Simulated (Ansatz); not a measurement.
Take Hf in the hcp (Mg type) structure (space group P6_3/mmc, No. 194; a = 3.159 Å, c = 5.000 Å) as the base.

The values are results of plane-wave PAW DFT at the PBEsol level (Ansatz, a quantum-chemistry and plane-wave program, 420 eV), no spin-orbit coupling, not measurements.

Before the change:

| Item | Result |
|---|---|
| Pressure | 0.0 GPa |

One thing is altered: an isotropic linear strain of +3.46 %; the atoms relax in the strained cell.

How does this affect the energy relative to the base and pressure?

The energy goes up by 76 meV/atom; the pressure (mean of the normal stresses, compression positive) goes from zero to -9.7 GPa.

Whether these cells are dynamically stable was not tested. The final runs are not spin-polarised.
